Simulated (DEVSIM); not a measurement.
System: abrupt Si n-p junction, at 300 K.

| layer (left to right) | material | thickness (μm) | Nd (cm⁻³) | Na (cm⁻³) | τn (s) | τp (s) |
|---|---|---|---|---|---|---|
| 1 | Si | 1.40 | 8.6e16 | - | 0.0007 | 0.0007 |
| 2 | Si | 0.600 | - | 5.1e17 | 0.0007 | 0.0007 |

Left contact: ohmic. Right contact: ohmic. Voltage is applied to the left contact. Recombination: SRH at mid-gap, Auger. Gap narrowing is on: ΔEg = 6.92 meV × (l + √(l² + 0.5)), l = ln(N/1.3e17 cm⁻³), shared equally by both band edges. Mobility is μmin + (μ − μmin)/(1 + (N/Nref)^α).

Constants are typed, rounded textbook-type inputs, not results; the design itself was drawn at random and stands for no fabricated device. Values at 300 K.

| parameter | Si |
|---|---|
| gap (eV) | 1.124 |
| affinity (eV) | 4.05 |
| permittivity | 11.7 |
| Nc (cm⁻³) | 2.86e19 |
| Nv (cm⁻³) | 3.1e19 |
| μn (cm²/Vs) | 1417 |
| μp (cm²/Vs) | 470 |
| μn,min | 52 |
| μp,min | 45 |
| Nref,n | 9.7e16 |
| Nref,p | 2.2e17 |
| αn | 0.68 |
| αp | 0.72 |
| Cn (cm⁶/s) | 2.8e-31 |
| Cp (cm⁶/s) | 9.9e-32 |

Simulated with DEVSIM: 1D drift-diffusion, Boltzmann statistics, complete ionisation; no tunnelling, impact ionisation, image-force lowering or self-heating.

Question: Tabulate band edges, carrier densities and field at zero bias.

Answer: Energies count from the Fermi level of the right contact; mesh points crowd at the junctions.

```
x (μm)   Ec (eV)  Ev (eV)  n (cm⁻³)  p (cm⁻³)  field (V/cm)
-------  -------  -------  --------  --------  ------------
0.000      0.150   -0.971    8.6e16      1500           ≈ 0
0.01665    0.150   -0.971    8.6e16      1500           ≈ 0
0.04721    0.150   -0.971    8.6e16      1500           ≈ 0
0.09543    0.150   -0.971    8.6e16      1500           ≈ 0
0.2196     0.150   -0.971    8.6e16      1500           ≈ 0
0.3831     0.150   -0.971    8.6e16      1500           ≈ 0
0.6834     0.150   -0.971    8.6e16      1500           ≈ 0
1.054      0.150   -0.971    8.6e16      1500           ≈ 0
1.202      0.150   -0.971    8.6e16      1500            14
1.292      0.160   -0.961    5.8e16      2200          6900
1.348      0.343   -0.778    4.9e13   2700000         67000
1.387      0.705   -0.417     4.2e7    3.1e12        120000
1.402      0.885   -0.219     38000    6.6e15        120000
1.420      0.988   -0.116       720    3.5e17         16000
1.464      0.998   -0.106       500    5.1e17           ≈ 0
1.526      0.998   -0.106       500    5.1e17           ≈ 0
1.622      0.998   -0.106       500    5.1e17           ≈ 0
1.766      0.998   -0.106       500    5.1e17           ≈ 0
1.888      0.998   -0.106       500    5.1e17           ≈ 0
1.945      0.998   -0.106       500    5.1e17           ≈ 0
1.976      0.998   -0.106       500    5.1e17           ≈ 0
2.000      0.998   -0.106       500    5.1e17           ≈ 0
```
